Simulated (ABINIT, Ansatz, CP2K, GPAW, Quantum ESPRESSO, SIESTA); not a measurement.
# SrCd (Pm-3m, 2 atoms in the cell) computed with different codes at matched settings

Self-consistent single point.

```yaml
crystal:
  lattice:
    - [4.03563, 0.00000, 0.00000]
    - [0.00000, 4.03563, 0.00000]
    - [0.00000, 0.00000, 4.03563]
  atoms:
    - { symbol: Sr, position: [0.50000, 0.50000, 0.50000] }
    - { symbol: Cd, position: [0.00000, 0.00000, 0.00000] }
```

All programs got the same cell, k-point mesh and kind of occupations (in Ansatz's words: kpoints.mp_grid.grid = 11 11 11; scf.occupations.method = fermi_dirac; scf.occupations.width = 0.1 eV); potentials, basis and cutoffs are each program's usual ones.

```tsv
code	model	pressure (GPa)	k-points	cutoff
GPAW	LDA (Perdew-Wang 92), GPAW PAW datasets LDA (gpaw-data 1.0.1)	-2.61	56	550 eV
Ansatz	LDA (PW92), PAW files made with PBE	-2.57	56	420 eV
Quantum ESPRESSO	LDA (PZ), GBRV 1.5 ultrasoft (LDA) pseudopotentials	-2.77	56	40 Ry
SIESTA	LDA PW92, numerical atomic orbitals TZP, PseudoDojo LDA standard norm-conserving potentials (rewritten from UPF to PSML)	-1.32	666	grid 350 Ry
ABINIT	LDA (PW92), PAW (JTH v2.0 LDA PAW)	-2.64	56	544 eV
CP2K	LDA (Pade form), GPW, DZVP-MOLOPT-SR-GTH basis, GTH-PADE potentials (GTH_POTENTIALS)	-2.25	666	grid 500 Ry
```

The spread over the programs that give each value: pressure within 1.45 GPa.

The starting cell comes from a database of computed structures (which also holds hypothetical and non-ambient phases and stackings), without a prior relaxation at this level.

Task: Why do the programs differ, and what cannot be compared?

Result: Differences of this kind can come from the potentials, where these differ, and from what each basis and cutoff leave unconverged. The valence holds different numbers of electrons (GPAW 22, Ansatz (an electronic-structure program) 30, Quantum ESPRESSO 22, SIESTA 30, ABINIT 22, CP2K 22). The zero of total energies and Fermi levels follows the potentials and each program's conventions, so they are not compared here. SIESTA and CP2K use small atom-centred bases, whose incompleteness enters pressures, forces and empty levels differently from a plane-wave cutoff. Ansatz's pressure is given at a fixed set of plane waves, as the other plane-wave codes print theirs. The same LDA comes in different parametrisations, which differ slightly. The programs reduce the same mesh by symmetry to different extents, which changes the work and not the result. In the pressure, SIESTA (by 1.30) lies more than 1 GPa from the median of the plane-wave programs.

Left out of this page: Elk and FLEUR (not drawn, or without a comparable value).

Keys are those of Ansatz 0.2.
